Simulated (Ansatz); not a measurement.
A working Ansatz (a quantum-chemistry and plane-wave program) input for ZnWO4 (P2/c, 12 atoms in the cell) (DFT, PBEsol, plane waves, default PAW files made with PBE):

Ansatz 0.2 input:
```yaml
# ZnWO4
crystal:
  lattice:
    - [4.645914, 0.000000, 0.000000]
    - [0.000000, 5.666232, 0.000000]
    - [-0.051141, 0.000000, 4.883391]
  atoms:
    - { symbol: Zn, position: [0.500000, 0.683300, 0.250000] }
    - { symbol: Zn, position: [0.500000, 0.316700, 0.750000] }
    - { symbol: W, position: [0.000000, 0.182300, 0.250000] }
    - { symbol: W, position: [0.000000, 0.817700, 0.750000] }
    - { symbol: O, position: [0.254700, 0.377200, 0.400500] }
    - { symbol: O, position: [0.745300, 0.377200, 0.099500] }
    - { symbol: O, position: [0.745300, 0.622800, 0.599500] }
    - { symbol: O, position: [0.254700, 0.622800, 0.900500] }
    - { symbol: O, position: [0.217100, 0.895500, 0.436000] }
    - { symbol: O, position: [0.782900, 0.895500, 0.064000] }
    - { symbol: O, position: [0.782900, 0.104500, 0.564000] }
    - { symbol: O, position: [0.217100, 0.104500, 0.936000] }
basis:
  ecutwfc: 420.0 eV
kpoints:
  mp_grid: { grid: [4, 3, 4] }
hamiltonian:
  xc: pbesol
  pseudopotentials: { kind: paw }
scf:
  occupations: { method: methfessel_paxton, width: 0.272 eV }
output:
  forces: true
  eigenvalues: true
  stress: true
```

The run converged in 9 iterations: free energy E − TS (on the zero of these files) -31565.0141 eV; top of the valence band (on the code's own zero) 9.00 eV; gap on the k-point mesh 3.17 eV; pressure 5.93 GPa; largest force (vector length) 0.941 eV/Å. Each of these slips is then made, one at a time:

(1)
```diff
-    - [-0.051141, 0.000000, 4.883391]
+    - [4.645914, 5.666232, 0.000000]
```

(2)
```diff
+  max_iter: 2
```

**Question.** What happens in each case?

**Answer.** 
(1) Linearly dependent lattice vectors. The program stopped before any SCF iteration, with the message: Error: invalid value for `crystal.lattice`: the lattice is degenerate (Ω = 0 Å³): its volume is under 1e-10 Å³.

(2) An iteration limit that is too low. The run ended unconverged after 2 iterations.
```
did not converge after 2 iterations: dr2 = 3.18e-2 (threshold 1.00e-7), under the density mixer `msr1`, which `scf.mixing.algorithm: auto` chose by the deck's other keys (type `scf.mixing.algorithm: msr1` to keep it); raise `scf.max_iter`, which need not help a stalled SCF, or adjust the mixing (`scf.mixing`) or, under a smearing, its width (`scf.o [...]
```

The starting cell was generated: these elements placed on a structure prototype, without a prior relaxation; it need not be a known phase or ordering of this composition. Its lattice was rescaled by a random factor within 2.5 % of one. Spin-orbit coupling is off. In the base run, with a pressure of about 6 GPa the cell is away from its equilibrium volume at this level. Ansatz's pressure includes its estimate of the finite-basis (Pulay) stress.

Left out of this page: 4 runs of the series outside the window shown, repeating another row's setting, or not comparable.
